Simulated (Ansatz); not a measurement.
Consider a periodic stack without vacuum, fcc Ir (0 0 1) on zinc-blende GaAs (0 0 1) (film strained to the substrate, started from cuts of the bulks and a machine-learned relaxation; slabs As5Ga6 and Ir12, which can lie off the formulas): substrate slab As5Ga6, film Ir12, surface cells [[1, 0], [1, 1]] and [[0, -1], [2, 1]], film strained by +5.0 and +5.0 %, outermost planes Ga/Ga and Ir/Ir as cut, which need not be the usual terminations and can put a slab off its formula. Its start:

```
Ga6Ir12As5
1.0
    4.06279     0.00000     0.03976
    0.00000     4.06279    -0.02180
   -1.05235    -1.20109    25.53225
As Ga Ir
5 6 12
Cartesian
  0.33251   1.40905   1.48154
  0.25028   1.79700   7.50989
  2.32339  -0.35560   4.61206
 -0.10118   1.67876  13.62050
  2.19840  -0.27874  10.45211
  0.30970  -0.57700   3.17120
  2.37417   2.86826   0.78871
  0.17372  -0.20885   8.96872
  2.29814   1.67970   6.07135
  1.51581  -0.40210  14.10240
  2.04900   1.75327  11.87086
  1.41481  -0.52066  17.55544
 -0.63078   1.26123  17.50040
 -0.62242   3.27921  15.62869
  1.38164   1.48092  15.73573
  1.37608  -0.50781  21.13575
 -0.65643   1.27740  21.09675
 -0.63996  -0.76201  19.32056
  1.38712   1.51713  19.32325
  1.34005  -0.51216  24.73908
 -0.69312   1.28574  24.71278
 -0.67416  -0.74036  22.93483
  1.35722   1.53108  22.89199
```

The start was prepared with a machine-learned potential, and the result is one local minimum, with the in-plane cell held and forces under 0.04 eV/Å; the film can end far from its bulk form.

Method: PBE (plane waves to 420 eV, PAW; Ansatz, a quantum-chemistry and plane-wave program). Scalar-relativistic, without spin–orbit coupling; the runs are not spin-polarised; PBE gaps are too small against experiment. Its k-point mesh 8×8×1, Fermi–Dirac width 0.05 eV.

Task: Predict the relaxed interface.

Result: 
| Quantity | Value |
|---|---|
| interface area | 16.5 Å² |
| period | 26.52 Å |
| heights between the nearest atoms of the two slabs at the two interfaces | 1.96 and 1.64 Å |
| Ga–Ir contacts across the interfaces within 1.22 times the sum of covalent radii | 6, mean 2.60 Å |
| As–Ir contacts across the interfaces within 1.22 times the sum of covalent radii | 3, mean 2.70 Å |
| estimate of the barrier | withheld, since the Fermi level falls at or inside a band of the host, which a slab this thin can't settle |
| slope of the mean potential energy in the substrate | -1.1 MV/cm × e |
